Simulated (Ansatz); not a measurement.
Cost and result by functional for the surface energy of the (31-42) surface of hcp Zn in its 1x1 cell, outermost plane spacing 0.20 Å in the ideal cut, in Ansatz (plane waves, PAW). Single points on the PBE structure, on one kind of machine; costs are rough ratios of the slab run's core time (references not counted) to the cheapest single point. r2SCAN's cost holds its higher cutoff (500 against 420 eV). Differences are taken against r2SCAN for comparison alone: no measured value is at hand, so the table doesn't rank accuracy.

Set-up: 36 atoms, 10.7 Å thick at the start; mesh 6x5x1; 0.1 eV smearing; dipole correction on; all atoms relaxed; start symmetry kept, larger cells not searched; no spin, no spin-orbit, no U. These notes are the PBE run's.

```
functional                     relative cost  surface energy (J/m²)  less r2SCAN (J/m²)
-----------------------------  -------------  ---------------------  ------------------
RPBE                                       1                   0.62               -0.36
PBEsol                                     1                   1.03                0.05
LDA                                        1                   1.12                0.13
r2SCAN                                     2                   0.98                0.00
PBE (the relaxed run's value)              –                   0.78               -0.20
```

The values span 0.49 J/m², while the single points' costs differ by a factor of roughly 2. Differences are of unrounded values.

Ansatz is a first-principles code.
